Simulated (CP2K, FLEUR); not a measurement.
A FLEUR input for a self-consistent single point of Se (P3_121, 3 atoms in the cell) (DFT, PBEsol, all-electron FLAPW (FLEUR), scalar-relativistic valence):

Input of the input generator:

```
Se FLAPW
&input film=f /
0.5000000000 -0.8660254038 0.0000000000
0.5000000000 0.8660254038 0.0000000000
0.0000000000 0.0000000000 1.1327230492
8.3538976258
1.0 1.0 1.0

3
34 -0.0000000000 0.2250000000 0.6666666667
34 0.7750000000 0.7750000000 -0.0000000000
34 0.2250000000 -0.0000000000 0.3333333333

&comp jspins=1 /
&exco xctyp='PBEs' /
&kpt div1=6 div2=6 div3=5 gamma=t /
&end /
```

```xml
<?xml version="1.0" encoding="UTF-8" standalone="no"?>
<fleurInput fleurInputVersion="0.39">
   <comment>
      Se FLAPW                                                                                            
   </comment>
   <calculationSetup>
      <cutoffs Kmax="3.8" Gmax="15.2" GmaxXC="15.2" numbands="0"/>
      <scfLoop itmax="80" minDistance="0.00001" maxIterBroyd="40" imix="Anderson" alpha="0.05" precondParam="0.0" spinf="2.0"/>
      <coreElectrons ctail="T" frcor="F" kcrel="0" coretail_lmax="0"/>
      <xcFunctional name="PBEs" relativisticCorrections="F"/>
      <magnetism jspins="1"/>
      <soc l_soc="F" theta="0.0" phi="0.0" spav="F"/>
      <expertModes spex="0" secvar="F"/>
      <geometryOptimization l_f="T" forcealpha="1.0" forcemix="BFGS" epsdisp="0.00001" epsforce="0.00001"/>
      <ldaU l_linMix="F" mixParam="0.05" spinf="1.0"/>
   </calculationSetup>
   <cell>
      <bzIntegration valenceElectrons="48.0" mode="hist" fermiSmearingEnergy="0.00036749">
         <kPointListSelection listName="default-1"/>
         <!-- k-points included here -->
         <xi:include xmlns:xi="http://www.w3.org/2001/XInclude" href="kpts.xml"> </xi:include>
      </bzIntegration>
      <!-- symmetry operations included here -->
      <xi:include xmlns:xi="http://www.w3.org/2001/XInclude" href="sym.xml"> </xi:include>
      <bulkLattice scale="1.0">
         <bravaisMatrix>
            <row-1>    4.1769488129000001    -7.2346875646873068     0.0000000000000000</row-1>
            <row-2>    4.1769488129000001     7.2346875646873068     0.0000000000000000</row-2>
            <row-3>    0.0000000000000000     0.0000000000000000     9.4626523914008160</row-3>
         </bravaisMatrix>
      </bulkLattice>
   </cell>
   <atomSpecies>
      <species name="Selenium (Se)" element="Se" atomicNumber="34">
         <mtSphere radius="2.12" gridPoints="731" logIncrement="0.017"/>
         <atomicCutoffs lmax="8" lnonsphr="6"/>
         <electronConfig flipSpins="F">
            <coreConfig>(1s1/2) (2s1/2) (2p1/2) (2p3/2) (3s1/2) (3p1/2) (3p3/2)</coreConfig>
            <valenceConfig>(4s1/2) (3d3/2) (3d5/2) (4p1/2) (4p3/2)</valenceConfig>
            <stateOccupation state="(4p1/2)" spinUp="0.6666666666667" spinDown="0.6666666666667"/>
            <stateOccupation state="(4p3/2)" spinUp="1.3333333333333" spinDown="1.3333333333333"/>
         </electronConfig>
         <energyParameters s="4" p="4" d="3" f="4"/>
         <lo type="HELO" l="2" n="4" eDeriv="0"/>
      </species>
   </atomSpecies>
   <atomGroups>
      <atomGroup species="Selenium (Se)">
         <relPos label="                   1">.0000000000 9.000/40.000 -1.000/3.000</relPos>
         <relPos label="                   2">-9.000/40.000 -9.000/40.000 .0000000000</relPos>
         <relPos label="                   3">9.000/40.000 .0000000000 1.000/3.000</relPos>
         <force calculate="T" relaxXYZ="TTT"/>
      </atomGroup>
   </atomGroups>
   <output dos="F" band="F" slice="F">
      <checks vchk="F" cdinf="F"/>
      <bandDOS minEnergy="-.5*Htr" maxEnergy="0.5*Htr" sigma="0.015" storeEVData="T"/>
      <vacuumDOS vacdos="F" integ="F" star="F" nstars="0" locx1="0.0" locy1="0.0" locx2="0.0" locy2="0.0" nstm="0" tworkf="0.0"/>
      <unfoldingBand unfoldBand="F" supercellX="1" supercellY="1" supercellZ="1"/>
      <plotting iplot="0" polar="F">
         <plot TwoD="T" vec1="  1.0  0.0  0.0" vec2="  0.0  1.0  0.0" vec3="  0.0  0.0  1.0" zero="  0.0  0.0  0.0" file="plot"/>
      </plotting>
      <chargeDensitySlicing numkpt="0" minEigenval="0.0" maxEigenval="0.0" nnne="0" pallst="F"/>
      <specialOutput eonly="F"/>
      <magneticCircularDichroism mcd="F" energyLo="-10.0" energyUp="0.0"/>
   </output>
  <!-- We include the file relax.xml here to enable relaxations (see documentation) -->
  <xi:include xmlns:xi="http://www.w3.org/2001/XInclude" href="relax.xml"> <xi:fallback/> </xi:include>
</fleurInput>
```

Problem. Translate this input to CP2K.

Solution. One input that does it (others would too):

```
&GLOBAL
  PROJECT run
  RUN_TYPE ENERGY_FORCE
  PRINT_LEVEL LOW
&END GLOBAL
&FORCE_EVAL
  METHOD Quickstep
  STRESS_TENSOR ANALYTICAL
  &DFT
    BASIS_SET_FILE_NAME BASIS_MOLOPT
    POTENTIAL_FILE_NAME GTH_POTENTIALS
    &QS
      METHOD GPW
      EPS_DEFAULT 1E-10
    &END QS
    &MGRID
      CUTOFF 400
      REL_CUTOFF 40
      NGRIDS 4
    &END MGRID
    &SCF
      SCF_GUESS ATOMIC
      EPS_SCF 1E-6
      MAX_SCF 100
      ADDED_MOS 4
      &DIAGONALIZATION
        ALGORITHM STANDARD
      &END DIAGONALIZATION
      &MIXING
        METHOD BROYDEN_MIXING
        ALPHA 0.2
        NBUFFER 12
        BETA 1
      &END MIXING
      &SMEAR ON
        METHOD FERMI_DIRAC
        ELECTRONIC_TEMPERATURE [K] 116.05
      &END SMEAR
    &END SCF
    &KPOINTS
      SCHEME MONKHORST-PACK 6 6 5
      GAMMA_CENTERED T
    &END KPOINTS
    &XC
      &XC_FUNCTIONAL
        &PBE
          PARAMETRIZATION PBESOL
        &END PBE
      &END XC_FUNCTIONAL
    &END XC
    &PRINT
      &MO
        EIGENVALUES T
        OCCUPATION_NUMBERS T
        NDIGITS 8
        FILENAME mo
        &EACH
          QS_SCF 0
        &END EACH
        ADD_LAST NUMERIC
      &END MO
      &MULLIKEN OFF
      &END MULLIKEN
    &END PRINT
  &END DFT
  &SUBSYS
    &CELL
      A 4.42069200 0.00000000 0.00000000
      B -2.21034700 3.82843200 0.00000000
      C 0.00000000 0.00000000 5.00742000
      PERIODIC XYZ
    &END CELL
    &COORD
      SCALED
      Se       0.00000000     0.22500000     0.66666667
      Se       0.77500000     0.77500000     0.00000000
      Se       0.22500000     0.00000000     0.33333333
    &END COORD
    &KIND Se
      BASIS_SET DZVP-MOLOPT-SR-GTH-q6
      POTENTIAL GTH-PBE-q6
    &END KIND
  &END SUBSYS
  &PRINT
    &FORCES ON
    &END FORCES
    &STRESS_TENSOR ON
    &END STRESS_TENSOR
  &END PRINT
&END FORCE_EVAL
```

Basis settings and potentials, where a program has them, do not carry over. This input uses DFT PBEsol, GPW, DZVP-MOLOPT-SR-GTH basis, GTH-PBE potentials (GTH_POTENTIALS).

The starting cell has typed, rounded lattice constants, without a prior relaxation at this level. Its lattice was rescaled by a random factor within 2.5 % of one.
